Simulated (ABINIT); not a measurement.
## Worked example: self-consistent single point of SrLa2O4 (Fd-3m, 14 atoms in the cell) in ABINIT

Method of the run: LDA (PW92), PAW (JTH v2.0 LDA PAW) (plane waves; ABINIT).

Input as run:

```
# SrLa2O4, JTH v2.0 LDA PAW
pp_dirpath "./"
pseudos "Sr.LDA_PW-JTH.xml, La.LDA_PW-JTH.xml, O.LDA_PW-JTH.xml"
acell 3*1.0 Angstrom
rprim
         0.0000000000    5.1755550000    5.1755550000
         5.1755550000   -0.0000000000    5.1755550000
         5.1755550000    5.1755550000   -0.0000000000
natom 14
ntypat 3
znucl 38 57 8
typat 1 1 2 2 2 2 3 3 3 3 3 3 3 3
xred
         0.2500000000    0.2500000000    0.2500000000
         0.0000000000    0.0000000000    0.0000000000
         0.6250000000    0.6250000000    0.1250000000
         0.6250000000    0.1250000000    0.6250000000
         0.6250000000    0.6250000000    0.6250000000
         0.1250000000    0.6250000000    0.6250000000
         0.3894900000    0.3894900000    0.3894900000
         0.4184700000    0.8605100000    0.8605100000
         0.3894900000    0.3894900000    0.8315300000
         0.8605100000    0.4184700000    0.8605100000
         0.8315300000    0.3894900000    0.3894900000
         0.8605100000    0.8605100000    0.8605100000
         0.3894900000    0.8315300000    0.3894900000
         0.8605100000    0.8605100000    0.4184700000
ecut 52 Ry
pawecutdg 104 Ry
pawxcdev 0
occopt 1
nband 60
kptopt 1
ngkpt 4 4 4
nshiftk 1
shiftk 0 0 0
nstep 50
toldfe 1.0e-09
prtwf 0
prtden 0
prtvol 1
enunit 1
```

Output, abridged:

```
 Symmetries : space group Fd -3 m (#227); Bravais cF (face-center cubic)

 -outvars: echo values of preprocessed input variables --------
            acell      1.8897261329E+00  1.8897261329E+00  1.8897261329E+00 Bohr
             ecut      2.60000000E+01 Hartree
           enunit           1
              ixc       -1012
         kptrlatt        4    0    0      0    4    0      0    0    4
          kptrlen      5.53261929E+01
            natom          14
            nband          60
            ngfft          64      64      64
          ngfftdg          90      90      90
             nkpt           8
            nstep          50
             nsym          48
           ntypat           3
        pawecutdg      5.20000000E+01 Hartree
         pawxcdev           0
            rprim      0.0000000000E+00  5.1755550000E+00  5.1755550000E+00
                       5.1755550000E+00 -0.0000000000E+00  5.1755550000E+00
                       5.1755550000E+00  5.1755550000E+00 -0.0000000000E+00
          spgroup         227
           toldfe      1.00000000E-09 Hartree
            typat      1  1  2  2  2  2  3  3  3  3  3  3  3  3
           useylm           1
             xred      2.5000000000E-01  2.5000000000E-01  2.5000000000E-01
                       0.0000000000E+00  0.0000000000E+00  0.0000000000E+00
                       6.2500000000E-01  6.2500000000E-01  1.2500000000E-01
                       6.2500000000E-01  1.2500000000E-01  6.2500000000E-01
                       6.2500000000E-01  6.2500000000E-01  6.2500000000E-01
                       1.2500000000E-01  6.2500000000E-01  6.2500000000E-01
                       3.8949000000E-01  3.8949000000E-01  3.8949000000E-01
                       4.1847000000E-01  8.6051000000E-01  8.6051000000E-01
                       3.8949000000E-01  3.8949000000E-01  8.3153000000E-01
                       8.6051000000E-01  4.1847000000E-01  8.6051000000E-01
                       8.3153000000E-01  3.8949000000E-01  3.8949000000E-01
                       8.6051000000E-01  8.6051000000E-01  8.6051000000E-01
                       3.8949000000E-01  8.3153000000E-01  3.8949000000E-01
                       8.6051000000E-01  8.6051000000E-01  4.1847000000E-01
            znucl       38.00000   57.00000    8.00000

== DATASET  1 ==================================================================

 Real(R)+Recip(G) space primitive vectors, cartesian coordinates (Bohr,Bohr^-1):
 R(1)=  0.0000000  9.7803815  9.7803815  G(1)= -0.0511227  0.0511228  0.0511228
 R(2)=  9.7803815  0.0000000  9.7803815  G(2)=  0.0511228 -0.0511227  0.0511228
 R(3)=  9.7803815  9.7803815  0.0000000  G(3)=  0.0511228  0.0511228 -0.0511227
 Unit cell volume ucvol=  1.8711017E+03 bohr^3
 Angles (23,13,12)=  6.00000000E+01  6.00000000E+01  6.00000000E+01 degrees

 Coarse grid specifications (used for wave-functions):

 getcut: wavevector=  0.0000  0.0000  0.0000  ngfft=  64  64  64
         ecut(hartree)=     26.000   => boxcut(ratio)=   2.01585

 Fine grid specifications (used for densities):

 getcut: wavevector=  0.0000  0.0000  0.0000  ngfft=  90  90  90
         ecut(hartree)=     52.000   => boxcut(ratio)=   2.00474

   3.79406034E+04                                ecore*ucvol(ha*bohr**3)

_setup2: Arith. and geom. avg. npw (full set) are   11843.453   11843.434

--- !BeginCycle
solver: {iscf: 17, nstep: 50, nline: 4, wfoptalg: 10, }
tolerances: {toldfe: 1.00E-09, }
...

     iter   Etot(hartree)      deltaE(h)  residm     nres2
 ETOT  1  -318.26074660598    -3.183E+02 3.845E-01 7.332E+01
 ETOT  2  -321.77125775143    -3.511E+00 6.917E-02 1.825E+02
 ETOT  3  -321.48819026454     2.831E-01 1.257E-02 6.434E+01
 ETOT  4  -321.32544565279     1.627E-01 3.141E-03 1.679E+01
 ETOT  5  -321.27032610656     5.512E-02 6.737E-03 2.494E+00
 ETOT  6  -321.26653383560     3.792E-03 2.125E-03 2.579E-01
 ETOT  7  -321.26634631596     1.875E-04 8.717E-04 4.694E-02
 ETOT  8  -321.26625775794     8.856E-05 8.460E-04 9.904E-03
 ETOT  9  -321.26624522365     1.253E-05 6.367E-04 1.175E-03
 ETOT 10  -321.26624352316     1.700E-06 5.614E-04 1.323E-04
 ETOT 11  -321.26624338756     1.356E-07 3.965E-04 1.387E-05
 ETOT 12  -321.26624340509    -1.754E-08 3.195E-04 1.027E-06
 ETOT 13  -321.26624341018    -5.089E-09 2.319E-04 1.147E-07
 ETOT 14  -321.26624341031    -1.331E-10 4.257E-04 4.917E-08
 ETOT 15  -321.26624341027     4.769E-11 2.700E-04 1.041E-08

 At SCF step   15, etot is converged :
  for the second time, diff in etot=  4.769E-11 < toldfe=  1.000E-09

 Cartesian components of stress tensor (hartree/bohr^3)
  sigma(1 1)=  1.84005632E-04  sigma(3 2)=  0.00000000E+00
  sigma(2 2)=  1.84005632E-04  sigma(3 1)=  0.00000000E+00
  sigma(3 3)=  1.84005632E-04  sigma(2 1)=  0.00000000E+00

 ----iterations are completed or convergence reached----

 reduced coordinates (array xred) for   14 atoms
       0.250000000000      0.250000000000      0.250000000000
       0.000000000000      0.000000000000      0.000000000000
       0.625000000000      0.625000000000      0.125000000000
       0.625000000000      0.125000000000      0.625000000000
       0.625000000000      0.625000000000      0.625000000000
       0.125000000000      0.625000000000      0.625000000000
       0.389490000000      0.389490000000      0.389490000000
       0.418470000000      0.860510000000      0.860510000000
       0.389490000000      0.389490000000      0.831530000000
       0.860510000000      0.418470000000      0.860510000000
       0.831530000000      0.389490000000      0.389490000000
       0.860510000000      0.860510000000      0.860510000000
       0.389490000000      0.831530000000      0.389490000000
       0.860510000000      0.860510000000      0.418470000000
 cartesian forces (eV/Angstrom) at end:
    1      0.00000000000000    -0.00000000000000    -0.00000000000000
    2      0.00000000000000    -0.00000000000000    -0.00000000000000
    3      0.00000000000000    -0.00000000000000    -0.00000000000000
    4      0.00000000000000    -0.00000000000000    -0.00000000000000
    5      0.00000000000000    -0.00000000000000    -0.00000000000000
    6      0.00000000000000    -0.00000000000000    -0.00000000000000
    7      0.04681435547699     0.04681435547699     0.04681435547699
    8     -0.04681435547699     0.04681435547699     0.04681435547699
    9     -0.04681435547699    -0.04681435547699     0.04681435547699
   10      0.04681435547699    -0.04681435547699     0.04681435547699
   11      0.04681435547699    -0.04681435547699    -0.04681435547699
   12     -0.04681435547699    -0.04681435547699    -0.04681435547699
   13     -0.04681435547699     0.04681435547699    -0.04681435547699
   14      0.04681435547699     0.04681435547699    -0.04681435547699
 frms,max,avg= 3.5388326E-02 4.6814355E-02   0.000E+00  0.000E+00  0.000E+00 e/A
 length scales=  1.889726132886  1.889726132886  1.889726132886 bohr
              =  1.000000000000  1.000000000000  1.000000000000 angstroms
 Fermi (or HOMO) energy (eV) =   1.52681   Average Vxc (eV)=  -9.98245
 Eigenvalues (   eV  ) for nkpt=   8  k points:
 kpt#   1, nband= 60, wtk=  0.01563, kpt=  0.0000  0.0000  0.0000 (reduced coord)
 -30.93126  -30.92587  -27.92598  -27.67958  -27.67958  -27.67958  -15.30778  -14.91153
 -14.91153  -14.91153  -13.97133  -13.97133  -13.97133  -13.27424  -12.89001  -12.89001
 -12.89001  -12.50906  -12.50906  -12.50906  -11.93045  -11.93045  -11.30259  -11.30259
 -11.30259  -11.12773  -11.12773  -11.12773   -9.98590   -9.80565   -9.80565   -9.80565
  -1.24172   -0.35118   -0.35118   -0.35118   -0.26717   -0.26717    0.21358    0.21358
   0.21358    0.36135    0.36135    0.36135    0.80542    0.80542    0.80542    1.18625
   1.24080    1.24080    1.32826    1.32826    1.32826    1.52681    1.52681    1.52681
   5.06406    5.36248    5.36248    6.57772
 prteigrs : prtvol=0 or 1, do not print more k-points.

--- !EnergyTerms
comment             : Components of total free energy in Hartree
kinetic             :  1.17713735820269E+02
hartree             :  7.66256273053486E+01
xc                  : -7.86109949077130E+01
Ewald energy        : -2.43673446276535E+02
psp_core            :  2.02771468521464E+01
local_psp           : -2.34267759120119E+02
spherical_terms     :  2.06694236704618E+01
total_energy        : -3.21266266656141E+02
total_energy_eV     : -8.74209970324937E+03
...

-Cartesian components of stress tensor (GPa)         [Pressure= -5.4136E+00 GPa]
- sigma(1 1)=  5.41363170E+00  sigma(3 2)=  0.00000000E+00
- sigma(2 2)=  5.41363170E+00  sigma(3 1)=  0.00000000E+00
- sigma(3 3)=  5.41363170E+00  sigma(2 1)=  0.00000000E+00

 Calculation completed.
```

The run converged in 15 iterations.

The starting cell comes from a database of computed structures (which also holds hypothetical and non-ambient phases and stackings), without a prior relaxation at this level. With a pressure of about -5 GPa the cell is away from its equilibrium volume at this level.

Cost on one core of a shared machine: roughly 10 min.
